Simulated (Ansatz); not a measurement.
The starting structures come from a database of crystals and need not be the phases stable at ambient conditions.

By LDA and PBEsol, the system below comes out a metal.

Data:

```
Pd
1.0
    4.44708     0.00000     0.00000
   -2.22354     3.85128     0.00000
    2.22354     1.28376     0.90776
Pd
1
Cartesian
  0.00000   0.00000   0.00000
```

Space group of this cell: Im-3m, bcc (W type). The cell is taken as given; by PBEsol its mean pressure is -9.9 GPa.

The current runs along the normal of the first two printed vectors, the (111) plane. All runs by Ansatz (an electronic-structure program), plane waves and PAW, without spin-orbit coupling; the base is PBEsol.

```csv
run,mean pressure (GPa),"G/A, both spins (10¹⁵ S/m²)"
base,-9.9,1.65
all lengths scaled by 0.98,0.4,___
all lengths scaled by 1.02,-17.0,1.58
lda in place of pbesol,-15.2,1.65
"lengths across the current scaled by 0.98, ions clamped",-3.3,1.68
"lengths along the current scaled by 1.03, ions clamped",-13.6,___
```

Task: What belongs in the gaps?

Result: 
- all lengths scaled by 0.98, G/A, both spins (10¹⁵ S/m²): 1.73
- lengths along the current scaled by 1.03, ions clamped, G/A, both spins (10¹⁵ S/m²): 1.57
